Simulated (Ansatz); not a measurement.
Take Pt in the fcc (Cu type) structure (space group Fm-3m, No. 225; a = 3.9415 Å; relaxed with 0.1 eV smearing) as the base. Axes: x, y, z lie along the cube axes.

Computed with plane-wave PAW DFT at the r2SCAN level (Ansatz, a first-principles code, 500 eV), spin-orbit coupling left out, earlier PAW set.

A first run, uniaxial strain ε_xx = +1.04 %, gives secant values C11 ≈ 320 GPa and C12 ≈ 230 GPa from its stress. A second run applies isotropic strain +1.23 %.

Question: What does linear elasticity predict for the bulk modulus −ΔP/(ΔV/V₀) in the second run, and what does the run give?

Answer: Linear elasticity: (C11 + 2 C12)/3 = 260 GPa. The run gives 240 GPa; any difference comes from nonlinear terms at these strains and numerical noise.

Stability against distortions was not tested. All final runs are without spin polarisation. Pt lies near a magnetic instability that expansion can trigger; it was not tested.
